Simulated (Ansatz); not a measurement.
Defect: Si-vacancy pair (Si on one host Cu site, one Cu site vacant) in fcc Cu, neutral cell. Computed with PBE, PAW (plane waves to 420 eV; Ansatz, a quantum-chemistry and plane-wave program).

Settings: 32 host sites, the relaxed PBE lattice, a 2×2×2 k-point mesh shifted by half a step, smearing 0.10 eV, spin-restricted, no image-charge correction. Energies are static. Forms of the defect that were not tried may lie lower.

Barriers: single points on a 4×4×4 k-point mesh shifted by half a step at the bands' geometries.

The step: direct exchange of Si with the vacancy (Si-vacancy distance between ideal sites 2.57 Å throughout); the atom moves 2.55 Å along (0.00, 0.50, 0.50) of the unit cell; the moving atom starts with neighbours 4 Cu at 2.51, Cu at 2.55, 2 Cu at 2.56, 4 Cu at 2.58 Å and ends with 4 Cu at 2.51, Cu at 2.55, 2 Cu at 2.56, 4 Cu at 2.58 Å.

**Question.** What migration barrier of this step does PBE, PAW give?

**Answer.** 0.64 eV, the same both ways. At the saddle the moving atom has neighbours 4 Cu at 2.31, 2 Cu at 2.77, 2 Cu at 2.82 Å. The saddle point's order was not checked, and it lies on a symmetry element of the cell, where a band can be held.
